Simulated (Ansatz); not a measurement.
**Pressure series in GaP**

Take GaP in the zinc blende structure (space group F-43m, No. 216) as the base.

```
CELL_PARAMETERS angstrom
      0.00000     2.75299     2.75299
      2.75299     0.00000     2.75299
      2.75299     2.75299     0.00000
ATOMIC_POSITIONS crystal
  Ga 0.00000 0.00000 0.00000
  P  0.25000 0.25000 0.25000
```

Cell and atoms are relaxed at each pressure.

Computed with Kohn–Sham DFT with the PBE functional, run in Ansatz (a quantum-chemistry and plane-wave program) with PAW and 420 eV plane waves, no spin-orbit coupling.

Notes on the quantities. hole mass: degenerate bands, along [100].

| change | hole mass | density | gap character | smallest direct gap | width of the top valence band |
|---|---|---|---|---|---|
| base | 0.098, 0.40, 0.40 mₑ (at Γ) | 4.01 g/cm³ | direct at Γ | 1.58 eV | 3.28 eV |
| pressure −2 GPa | 0.086, 0.41, 0.41 mₑ (at Γ) | 3.90 g/cm³ | direct at Γ | – | 3.15 eV |
| pressure −1 GPa | 0.092, 0.40, 0.40 mₑ (at Γ) | 3.95 g/cm³ | direct at Γ | – | 3.21 eV |
| pressure 0.9 GPa | 0.10, 0.42, 0.42 mₑ (at Γ) | 4.05 g/cm³ | indirect, Γ → L | 1.67 eV | 3.33 eV |
| pressure 2.1 GPa | 0.11, 0.38, 0.38 mₑ (at Γ) | ? | indirect, Γ → Γ–X (87 % along) | 1.79 eV | 3.40 eV |
| pressure 4.5 GPa | 0.12, 0.37, 0.37 mₑ (at Γ) | 4.22 g/cm³ | indirect, Γ → Γ–X (87 % along) | 2.01 eV | ? |
| pressure 9 GPa | 0.13, 0.35, 0.35 mₑ (at Γ) | 4.40 g/cm³ | indirect, Γ → Γ–X (87 % along) | 2.37 eV | ? |
| pressure 15 GPa | 0.15, 0.33, 0.33 mₑ (at Γ) | 4.62 g/cm³ | indirect, Γ → Γ–X (88 % along) | 2.77 eV | 4.00 eV |
| pressure 22.5 GPa | 0.17, 0.31, 0.31 mₑ (at Γ) | 4.85 g/cm³ | indirect, Γ → Γ–X (88 % along) | 3.20 eV | 4.29 eV |
| pressure 30 GPa | 0.18, 0.29, 0.29 mₑ (at Γ) | 5.06 g/cm³ | indirect, Γ → Γ–X (87 % along) | 3.56 eV | 4.54 eV |

Problem. What belongs in the blanks?

Solution. 
- pressure 2.1 GPa, density: 4.11 g/cm³
- pressure 4.5 GPa, width of the top valence band: 3.53 eV
- pressure 9 GPa, width of the top valence band: 3.74 eV

Load acts through the strain it causes; cell and atoms are relaxed under it. Effective masses come from finite differences of ±0.01 Å⁻¹. Stability against distortions was not tested. The real GaP has an indirect gap at ambient pressure; PBE orders its close-lying valleys differently. Measured, GaP leaves this structure (for a Cmcm phase) near 26 GPa (temperature not stated; as listed in Datta, Sujoy, Jana, Debnarayan, arXiv (2020)).
